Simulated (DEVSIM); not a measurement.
Structure: Schottky contact on n-type InP, at 300 K.

Layer 1 from the left is InP, thickness (μm) 7.10, Nd (cm⁻³) 5.1e13, τn (s) 4.7e-10, τp (s) 4.7e-10.

Left contact: Schottky, work function 5.22 eV, emission velocity 6.3e6 cm/s. Right contact: ohmic. Voltage is applied to the left contact. Recombination: SRH at mid-gap, radiative, Auger. Mobility is constant in doping.

Constants are typed, rounded textbook-type inputs, not results; the design itself was drawn at random and stands for no fabricated device. Values at 300 K.

InP: gap (eV) 1.344, affinity (eV) 4.38, permittivity 12.5, Nc (cm⁻³) 5.7e17, Nv (cm⁻³) 1.1e19, μn (cm²/Vs) 5200, μp (cm²/Vs) 170, B (cm³/s) 1.2e-10, Cn (cm⁶/s) 9e-31, Cp (cm⁶/s) 9e-31.

Simulated with DEVSIM: 1D drift-diffusion, Boltzmann statistics, complete ionisation; no tunnelling, impact ionisation, image-force lowering or self-heating. Metal contacts follow the ideal Schottky-Mott rule: no Fermi-level pinning, no interface dipoles.

Dark forward current:

```csv
|V| (V),|J| (A/cm²)
0.05,1.539e-7
0.10,6.159e-7
0.15,2.352e-6
0.20,1.039e-5
0.25,5.454e-5
0.30,0.0003227
0.35,0.002020
0.40,0.01275
0.45,0.07645
0.50,0.3813
0.55,1.294
0.60,2.924
0.65,5.056
0.70,7.487
0.75,10.10
0.80,12.82
0.85,15.62
0.90,18.47
0.95,21.35
1.00,24.27
1.05,27.19
1.10,30.14
1.15,33.09
1.20,36.05
1.25,39.02
1.30,41.99
```

Work out the local ideality factor n = ΔV / (kT/q · ln(J2/J1)) between the rows 0.15 and 0.20 V, 0.35 and 0.40 V, 1.25 and 1.30 V.

kT/q = 25.85 mV. From 0.15 to 0.20 V: ln(1.039e-5/2.352e-6) = 1.486, n = 1.30. From 0.35 to 0.40 V: ln(0.01275/0.002020) = 1.842, n = 1.05, near the 1 of diffusion or emission over a barrier. From 1.25 to 1.30 V: ln(41.99/39.02) = 0.073, n = 26.37; the layers' resistance at their doping, Σ W/(qμN) = 0.017 Ω cm², would take 50 mV of this step of 50 mV.

Estimate the current at 0.35 V for emission alone, J0 = q v N_band exp(−φB/kT), and read the barrier back from the simulated current.

φB = 0.840 eV, N_band = 5.70e17 cm⁻³, J0 = 4.44e-9 A/cm²; J = J0 (exp(qV/kT) − 1) = 0.00337 A/cm². The simulation gives 0.00202 A/cm²; the estimate lies 67 % above. Read backwards, the simulated current gives an apparent barrier of 0.853 eV. The estimate leaves out transport through the depletion region and minority injection.
